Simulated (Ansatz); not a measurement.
Base system: ZrS$_{2}$ in the CdI2 type structure (space group P-3m1, No. 164; a = 3.5781 Å, c = 5.5401 Å; layered, stacked along the Cartesian z axis).

All numbers come from PBEsol-D3(BJ) in Ansatz (plane waves to 420 eV, PAW, spin-orbit coupling left out).

Strains are applied to the cell and any free atomic positions relax.

One change was made to it. Results:

The energy increases by 7.1 meV/atom; the band gap changes from 0.29 eV to zero; the largest internal atomic displacement amounts to 0.041 Å.

**Question.** Which of these changes matches the shifts?
(A) isotropic strain −1.50 %
(B) isotropic strain −0.50 %
(C) isotropic strain +3.00 %

**Answer.** A, isotropic strain −1.50 %. For comparison, the band gap in the other runs: isotropic strain −0.50 % gives 0.21 eV; isotropic strain +3.00 % gives 0.73 eV.

No phonon test of stability was made. All final runs are without spin polarisation. Gaps under 0.05 eV, about the width of the smearing, are given as zero. A zero or small gap of ZrS2 can be the functional's error rather than a property of the material.

Ansatz is an electronic-structure program.
